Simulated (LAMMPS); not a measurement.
MD of Pd (fcc) at zero pressure, 4000 atoms, as a crystal; each row is its own run.

Level of theory: classical MD, pair style eam, the elements' _u3.eam files (universal-3 set of Foiles, Baskes and Daw) (LAMMPS).

```csv
T (K),volume (Å³/atom)
200,14.810
300,14.858
820,15.135
1370,15.499
1650,15.740
```

### Question
Fit a straight line, y = a + b x, to these rows (x is the first column, y the second) and predict the run at x = 1100.

### Answer
Least squares gives a = 14.661 and b = 0.0006303. At x = 1100 the fit predicts 15.355 Å³/atom. The run itself gave 15.3076 ± 0.0002 Å³/atom, so the fit is 0.31 % high.

Caution (row 1650): this crystal lies over the melting point of about 1420 K that EAM-type universal-3 set of Foiles, Baskes and Daw gives, so it is superheated.
